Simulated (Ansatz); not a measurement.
Start from C in the diamond structure (space group Fd-3m, No. 227; a = 3.554 Å).

The values are results of Ansatz (a program for electronic structure) PBEsol, no SOC, not measurements.

Before the change:

| Quantity | Result |
|---|---|
| Band gap | 4.03 eV |
| Hole mass | 0.29, 0.29, 0.52 mₑ (at Γ) |

Perturbation: every lattice vector is shortened by 1.00 %, atoms relaxed at fixed cell.

Problem. How does this affect the band gap?

Solution. The band gap increases by 0.07 eV to 4.10 eV.

Problem. Predict the new hole mass.

Solution. The hole mass (degenerate bands, along [100]) becomes 0.28, 0.28, 0.54 mₑ (at Γ) (base: 0.29, 0.29, 0.52 mₑ (at Γ)).

The cells carry an imposed strain or load. Masses are band curvatures over ±0.01 Å⁻¹ around the edge. No phonon test of stability was made.
